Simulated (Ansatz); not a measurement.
Partial pair distribution functions of a relaxed model of amorphous C₃₆B₂₄, broadened by 0.06 Å; density 2.15 g/cm³. Method: PBE, scalar-relativistic without spin-orbit coupling (plane waves to 420 eV, PAW; Ansatz, a quantum-chemistry and plane-wave program).

The cell was made by melting and quenching with the CHGNet potential and then relaxed with DFT. The hot cell started wider than the set density and was brought back towards it in steps. It is the lowest in DFT energy of 2 quenches. It is a model cell: composition and starting density were chosen by hand, and all elements were melted together. No dispersion term was used. Its density started from a set value of 2.15 and ended at 2.15 g/cm³. The quench (nominally 820 K/ps over its main leg) was far faster than any real one, so the model tends to hold more defects than a real film. Values belong to this one cell and scatter from quench to quench. The volume was held where the preparation left it, at a PBE pressure of -3.8 GPa (tension). Stress components on the final sampling reach 7.8 GPa. On a 2×2×2 Γ-centred mesh force components of up to 0.24 eV/Å stay, since the relaxation ran on one k-point at (1/4, 1/4, 1/4).

```tsv
r (Å)	g C-B	g C-C	g B-B
1.20	0.00	0.02	0.00
1.30	0.01	0.68	0.00
1.40	0.30	2.74	0.00
1.50	3.33	2.91	0.00
1.60	6.81	1.23	0.00
1.70	2.95	0.28	0.01
1.80	0.81	0.01	0.35
1.90	0.15	0.00	1.02
2.00	0.17	0.00	0.67
2.10	0.24	0.00	0.47
2.20	0.21	0.10	0.62
2.30	0.24	0.48	1.16
2.40	0.56	1.23	1.13
2.50	1.17	1.16	1.82
2.60	1.44	1.50	2.07
2.70	1.23	1.96	2.10
2.80	0.99	1.61	1.38
2.90	0.93	1.38	1.42
3.00	1.09	1.12	1.33
3.10	1.13	0.97	1.20
3.20	1.12	0.97	0.86
3.30	0.88	0.77	0.89
3.40	0.73	0.76	0.91
3.50	0.81	0.84	0.56
3.60	0.92	0.96	0.41
3.70	0.94	1.22	0.48
3.80	1.09	0.98	0.52
3.90	1.30	0.91	0.68
4.00	1.02	0.93	1.01
```

Within 1.92 Å each C has 2.08 B neighbours on average.
